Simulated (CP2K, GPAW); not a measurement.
A CP2K input for a self-consistent single point of SnP3 (R-3m, 8 atoms in the cell) (DFT PBEsol, GPW, DZVP-MOLOPT-SR-GTH basis, GTH-PBE potentials (GTH_POTENTIALS)):

```
&GLOBAL
  PROJECT bulk
  RUN_TYPE ENERGY_FORCE
  PRINT_LEVEL LOW
&END GLOBAL
&FORCE_EVAL
  METHOD Quickstep
  STRESS_TENSOR ANALYTICAL
  &DFT
    BASIS_SET_FILE_NAME BASIS_MOLOPT
    POTENTIAL_FILE_NAME GTH_POTENTIALS
    &QS
      METHOD GPW
      EPS_DEFAULT 1E-11
    &END QS
    &MGRID
      CUTOFF 400
      REL_CUTOFF 40
      NGRIDS 4
    &END MGRID
    &SCF
      SCF_GUESS ATOMIC
      EPS_SCF 1E-7
      MAX_SCF 100
      ADDED_MOS 7
      &DIAGONALIZATION
        ALGORITHM STANDARD
      &END DIAGONALIZATION
      &MIXING
        METHOD BROYDEN_MIXING
        ALPHA 0.3
        NBUFFER 8
      &END MIXING
      &SMEAR ON
        METHOD GAUSSIAN
        SIGMA [eV] 0.1
      &END SMEAR
    &END SCF
    &KPOINTS
      SCHEME MONKHORST-PACK 4 4 4
      GAMMA_CENTERED T
    &END KPOINTS
    &XC
      &XC_FUNCTIONAL
        &PBE
          PARAMETRIZATION PBESOL
        &END PBE
      &END XC_FUNCTIONAL
    &END XC
    &PRINT
      &MO
        EIGENVALUES T
        OCCUPATION_NUMBERS T
        NDIGITS 8
        FILENAME mo
        &EACH
          QS_SCF 0
        &END EACH
        ADD_LAST NUMERIC
      &END MO
      &MULLIKEN OFF
      &END MULLIKEN
    &END PRINT
  &END DFT
  &SUBSYS
    &CELL
      ABC 5.72144200 5.72144151 5.72144176
      ALPHA_BETA_GAMMA 82.69282859 82.69282930 82.69282897
      PERIODIC XYZ
    &END CELL
    &COORD
      Sn       5.35356977     4.71091519     4.20621214
      Sn       1.82327823     1.60440781     1.43251986
      P        1.83469792     1.61445671     4.17728544
      P        5.34215008     4.70086629     1.46144656
      P        4.53094245     1.26871681     1.13279307
      P        2.64590555     5.04660619     4.50593893
      P        1.83469792     4.33277769     1.13279307
      P        5.34215008     1.98254531     4.50593893
    &END COORD
    &KIND Sn
      BASIS_SET DZVP-MOLOPT-SR-GTH-q4
      POTENTIAL GTH-PBE-q4
    &END KIND
    &KIND P
      BASIS_SET DZVP-MOLOPT-SR-GTH-q5
      POTENTIAL GTH-PBE-q5
    &END KIND
  &END SUBSYS
  &PRINT
    &FORCES ON
    &END FORCES
    &STRESS_TENSOR ON
    &END STRESS_TENSOR
  &END PRINT
&END FORCE_EVAL
```

Problem. Give the GPAW input for the same structure, mesh, smearing and functional.

Solution. This is the input that was run; spellings and numerical settings could be chosen otherwise.

```python
from ase import Atoms
from ase.units import GPa
from gpaw import GPAW, PW

atoms = Atoms(['Sn', 'Sn', 'P', 'P', 'P', 'P', 'P', 'P'],
              cell=[[3.779642, 2.182177, 3.699636],
                    [-3.779642, 2.182177, 3.699636],
                    [0.000000, -4.364355, 3.699636]],
              scaled_positions=[[0.745950, 0.745950, 0.745950],
                                [0.254050, 0.254050, 0.254050],
                                [0.200895, 0.200895, 0.740820],
                                [0.799105, 0.799105, 0.259180],
                                [0.740820, 0.200895, 0.200895],
                                [0.259180, 0.799105, 0.799105],
                                [0.200895, 0.740820, 0.200895],
                                [0.799105, 0.259180, 0.799105]],
              pbc=True)

calc = GPAW(mode=PW(600),
            xc='PBEsol',
            kpts={'size': (4, 4, 4), 'gamma': True},
            occupations={'name': 'methfessel-paxton', 'width': 0.1, 'order': 0},
            nbands=-14,
            convergence={'forces': 0.001},
            symmetry={'symmorphic': False, 'tolerance': 0.0005},
            maxiter=150)

atoms.calc = calc

energy = atoms.get_potential_energy()
print('Energy (eV):', round(energy, 6))
forces = atoms.get_forces()
print('Forces (eV/Ang):')
print(forces.round(5))
stress = atoms.get_stress()
print('Stress (GPa, Voigt):', (stress / GPa).round(4))
```

Basis, cutoffs, solver keys and any potentials are the target program's own. This input uses DFT PBEsol, plane waves, GPAW PAW datasets PBEsol (made by gpaw-setup).

The starting cell comes from a database of computed structures (which also holds hypothetical and non-ambient phases and stackings), without a prior relaxation at this level. Its lattice was rescaled by a random factor within 2.5 % of one.
